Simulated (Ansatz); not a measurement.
**Ti3AlC, pressure series**

Base system: Ti3AlC in the anti-perovskite structure (space group Pm-3m, No. 221; a = 4.141 Å; a cell from a computed database, its experimental status unchecked).

Cell and atoms are relaxed at each pressure.

Calculations: PBEsol (Ansatz, an electronic-structure program; PAW; 420 eV plane waves; without spin-orbit coupling).

Notes on the quantities. enthalpy: H = E + PV relative to the base's energy.

| variant | enthalpy | volume per atom |
|---|---|---|
| base | – | 14.20 Å³ |
| pressure −2 GPa | -0.18 eV/atom | 14.38 Å³ |
| pressure −1 GPa | -0.09 eV/atom | 14.29 Å³ |
| pressure 0.3 GPa | +0.03 eV/atom | 14.17 Å³ |
| pressure 0.7 GPa | +0.06 eV/atom | 14.14 Å³ |
| pressure 1.5 GPa | +0.13 eV/atom | 14.07 Å³ |
| pressure 3 GPa | +0.26 eV/atom | 13.95 Å³ |
| pressure 5 GPa | +0.44 eV/atom | 13.79 Å³ |
| pressure 7.5 GPa | +0.65 eV/atom | [?] |
| pressure 10 GPa | +0.86 eV/atom | 13.44 Å³ |

### Question
Complete the table.

### Answer

- pressure 7.5 GPa, volume per atom: 13.61 Å³

Load acts through the strain it causes; cell and atoms are relaxed under it. Stability against distortions was not tested. No other phases were tried under pressure. All final runs are without spin polarisation. An odd electron count without spin: Ti3AlC.
